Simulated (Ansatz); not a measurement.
What uniaxial strain ε_zz = −0.50 % does to W

Consider W in the bcc (W type) structure (space group Im-3m, No. 229; a = 3.169 Å; relaxed with 0.1 eV smearing). Axes: x, y, z lie along the cube axes.

Modification: the cell is compressed by 0.50 % along z with no lateral relaxation, atoms relaxed at fixed cell.

Method: Kohn–Sham DFT with the r2SCAN functional, run in Ansatz (an electronic-structure program) with PAW and 500 eV plane waves, without spin-orbit coupling. k-mesh 29×29×29 (Γ-centred); smearing 0.1 eV (Fermi–Dirac).

```csv
quantity,base,changed,shift
volume per atom,15.91 Å³,15.83 Å³,-0.08 Å³
space group,Im-3m (No. 229),I4/mmm (No. 139),–
shortest interatomic distance,5.186 bohr,5.177 bohr,-0.009 bohr
energy relative to the base (free energy F),0 meV/atom,+0.7 meV/atom,+0.7 meV/atom
"pressure (mean of the normal stresses, compression positive)",0.0 GPa,1.6 GPa,+1.6 GPa
band gap,zero,zero,–
"stress (xx, yy, zz, yz, xz, xy; compression positive)",–,"(1.0, 1.0, 2.8, 0.0, 0.0, 0.0) GPa",–
```

Stability against distortions was not tested. The final runs are not spin-polarised.
